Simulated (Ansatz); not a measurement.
An Ansatz (a program for electronic structure) input (Ansatz PBEsol, spin-orbit coupling left out):

Ansatz 0.2 input:
```yaml
crystal:
  lattice:
    - [0, 3.2548911501, 3.2548911501]
    - [3.2548911501, 0, 3.2548911501]
    - [3.2548911501, 3.2548911501, 0]
  atoms:
    - { symbol: Te, position: [0.75, 0.75, 0.75] }
    - { symbol: Hg, position: [0, 0, 0] }
basis: { ecutwfc: 420, ecutrho_ratio: 4, xc_grid: 2, fft_grid_basis: typed }
kpoints: { mp_grid: { grid: [9, 9, 9] } }
hamiltonian:
  xc: pbesol
  dispersion: none
  pseudopotentials: { kind: paw }
scf: { occupations: { method: fermi_dirac, width: 0.05 }, convergence: { dr2_threshold: 0.0000000002 } }
output: { forces: true, stress: true }
checkpoint: { write: state.ck, write_every: 1000 }
```

**Question.** Which symmetry and how many k-points will the program report, and about how many plane waves at Γ?

**Answer.** Space group F-43m (ITA 216) with 24 operations, k-points 35 of 729, and 1363 plane waves at Γ.

Stability against distortions was not tested. The final runs are not spin-polarised. The cell was made from CdTe by this change: Cd → Hg.
